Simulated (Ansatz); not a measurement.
We consider WSe2 (P-6m2, No. 187, 9 atoms in the cell; start mp-1025572; a measured phase of this formula has another space group), described by r²SCAN (Ansatz, an electronic-structure program, plane waves, PAW).

Settings: plane-wave cutoff 560 eV, 12×12×2 k mesh (along the axes of the cell as run), Fermi–Dirac smearing 0.01 eV, no spin polarisation, scalar-relativistic PAW data made under PBE.

Cell (relaxed at this level):

```cif
data_Se6W3
_chemical_formula_sum 'W3 Se6'
_space_group_name_H-M_alt 'P-6m2'
_space_group_IT_number 187
_space_group_name_Hall 'P -6 2'
_cell_length_a 3.31484
_cell_length_b 3.31484
_cell_length_c 29.80212
_cell_angle_alpha 90.000
_cell_angle_beta 90.000
_cell_angle_gamma 120.000
loop_
_atom_site_label
_atom_site_type_symbol
_atom_site_symmetry_multiplicity
_atom_site_Wyckoff_symbol
_atom_site_fract_x
_atom_site_fract_y
_atom_site_fract_z
_atom_site_occupancy
W1 W 1 e 0.66667 0.33333 0.00000 1
W2 W 2 h 0.33333 0.66667 0.23007 1
Se1 Se 2 h 0.33333 0.66667 0.05576 1
Se2 Se 2 i 0.66667 0.33333 0.17430 1
Se3 Se 2 i 0.66667 0.33333 0.28579 1
```

What does this level give for the band gap and Γ–Γ gap?


band gap: 1.51 eV (on the SCF k mesh)
Γ–Γ gap: 2.94 eV

Note: the relaxation could not lower the start's symmetry, so the cell can be a saddle point above a distorted one; the cell has widely spaced layers and the level no dispersion term, so their spacing and the moduli can rest on weak binding.

Spin–orbit coupling is not included.

Static lattice: no zero-point or thermal effects.

A start named mp-… is a Materials Project structure, which need not be a measured phase.
